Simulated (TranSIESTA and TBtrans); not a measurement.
Run with TranSIESTA and TBtrans (open boundaries, self-consistent; PseudoDojo norm-conserving potentials, scalar-relativistic): PAO.BasisSize DZP, PAO.EnergyShift 0.15 eV, XC.Authors PBE, Mesh.Cutoff 200 Ry, ElectronicTemperature 300 K, TS.Voltage 0.0 eV, TBT.Elecs.Eta 0.001 eV, no spin polarisation.

System: Pb chain with a H atom beside one bond. Leads: straight Pb chain, spacing 2.85 Å. Geometry: 3 atoms about the centre moved by SIESTA (PBE, DZP) to a largest force of 0.03 eV/Å, all others as built.

Give the largest eigenchannel transmissions at the Fermi level (four at most) and the total.

1.00, 1.00, 0.44; total 2.43. The straight chain is held at its spacing; free chains may zigzag or dimerise. No spin-polarised start was tried, so a magnetic state, if there is one, is missed. Spin-orbit coupling, left out here, matters for the heavy atoms.
